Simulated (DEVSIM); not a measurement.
Si p-i-n diode

Structure: Si p-i-n diode, at 400 K.

```tsv
layer (left to right)	material	thickness (μm)	Nd (cm⁻³)	Na (cm⁻³)	τn (s)	τp (s)
1	Si	0.950	-	8.2e18	0.00078	0.00078
2	Si	3.00	1.7e12	-	0.00078	0.0023
3	Si	0.310	2.2e18	-	0.00078	0.00078
```

Left contact: ohmic. Right contact: ohmic. Voltage is applied to the left contact. Recombination: SRH at mid-gap, Auger. Mobility is μmin + (μ − μmin)/(1 + (N/Nref)^α).

The device is made up for the run: typed textbook-type constants, with dimensions and the other settings drawn at random. Values at 300 K; Nc and Nv go as T^1.5, mobilities as T to minus their exponent, the gap by Varshni's rule with the affinity fixed.

| parameter | Si |
|---|---|
| gap (eV) | 1.124 |
| affinity (eV) | 4.05 |
| permittivity | 11.7 |
| Nc (cm⁻³) | 2.86e19 |
| Nv (cm⁻³) | 3.1e19 |
| μn (cm²/Vs) | 1417 |
| μp (cm²/Vs) | 470 |
| μn,min | 52 |
| μp,min | 45 |
| Nref,n | 9.7e16 |
| Nref,p | 2.2e17 |
| αn | 0.68 |
| αp | 0.72 |
| T exponent of μn | 2.3 |
| T exponent of μp | 2.2 |
| Cn (cm⁶/s) | 2.8e-31 |
| Cp (cm⁶/s) | 9.9e-32 |
| Varshni α (eV/K) | 0.000473 |
| Varshni β (K) | 636 |

DEVSIM, 1D drift-diffusion, Boltzmann statistics, complete ionisation; no tunnelling, impact ionisation, image-force lowering or self-heating.

```json
{
  "potential_step_across_the_device_at_zero_bias": "0.932 V",
  "Dark forward voltage at 1 A/cm²": "0.528 V",
  "Dark forward voltage at 100 A/cm²": "0.692 V"
}
```

Dark reverse current:

```
V (V)   J (A/cm²)
------  ---------
-0.20     -2.6e-7
-0.50     -2.8e-7
-1.00     -2.9e-7
-1.50     -2.9e-7
-2.00     -2.9e-7
-3.00     -3.0e-7
-4.00     -3.0e-7
-5.00     -3.0e-7
-6.50     -3.0e-7
-8.00     -3.1e-7
-10.00    -3.1e-7
```

Small-signal capacitance in reverse bias (quasi-static):

```tsv
V (V)	C (nF/cm²)
-0.2	4.51
-0.5	4.03
-1	3.79
-1.5	3.69
-2	3.63
-3	3.58
-4	3.55
-5	3.53
-6.5	3.51
-8	3.50
-10	3.49
```
